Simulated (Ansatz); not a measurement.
## Response to strain in Al2Cu

Start from Al₂Cu (space group Fm-3m, No. 225; a cell from a computed database, its experimental status unchecked; relaxed with 0.1 eV smearing).

```xyz
3
Lattice="0.0000 2.8635 2.8635 2.8635 0.0000 2.8635 2.8635 2.8635 0.0000" Properties=species:S:1:pos:R:3 pbc="T T T"
Al     1.4317     1.4317     1.4317
Al     4.2952     4.2952     4.2952
Cu     2.8635     2.8635     2.8635
```

Cartesian axes are those of the cell as printed.

Strains are applied to the cell and any free atomic positions relax.

Calculations: Ansatz (a first-principles code), PBEsol, PAW, cutoff 420 eV, spin-orbit coupling left out, earlier PAW set.

Candidates:
(a) tensor shear ε_yz = +0.17 %
(b) strain tensor (xx, yy, zz, yz, xz, xy) = (−0.63, +0.38, +0.41, −0.35, −0.70, +0.89) %
(c) isotropic strain +1.87 %
(d) strain tensor (xx, yy, zz, yz, xz, xy) = (+1.74, −0.09, −1.13, +0.17, +0.92, −1.69) %

Notes on the quantities. energy relative to the base: free energy F.

Task: Order them by energy relative to the base, highest first.

Result: (c) isotropic strain +1.87 % (+15 meV/atom), (d) strain tensor (xx, yy, zz, yz, xz, xy) = (+1.74, −0.09, −1.13, +0.17, +0.92, −1.69) % (+7.4 meV/atom), (b) strain tensor (xx, yy, zz, yz, xz, xy) = (−0.63, +0.38, +0.41, −0.35, −0.70, +0.89) % (+2.2 meV/atom), (a) tensor shear ε_yz = +0.17 % (0.0 meV/atom)

No phonon test of stability was made. The base started in I4/mmm and relaxed to Fm-3m at this level. The final runs are not spin-polarised.
